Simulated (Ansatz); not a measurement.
Start from CdS in the wurtzite structure (space group P6_3mc, No. 186; a = 4.124 Å, c = 6.708 Å). Axes: x lies along a and z along c of the hexagonal cell.

It is then changed as follows: tensor shear ε_xz = +0.33 % (engineering shear γ = 0.0066); the atoms relax in the strained cell.

Calculations: PBEsol (Ansatz, a first-principles code; PAW; 420 eV plane waves; scalar-relativistic without spin-orbit coupling).

Q: Give the band edges at the high-symmetry points of the new zone, measured from its valence-band maximum.

A: 
| point | valence edge (eV) | conduction edge (eV) |
|---|---|---|
| Γ | 0.00 | 1.09 |
| Y | -0.78 | 3.63 |
| M | -1.36 | 3.35 |
| A | -0.40 | 2.75 |
| L₂ | -1.35 | 3.34 |
| V₂ | -0.78 | 3.63 |

The gap is 1.09 eV, direct at Γ.

Whether these cells are dynamically stable was not tested. k-point labels follow each cell's own Brillouin zone.
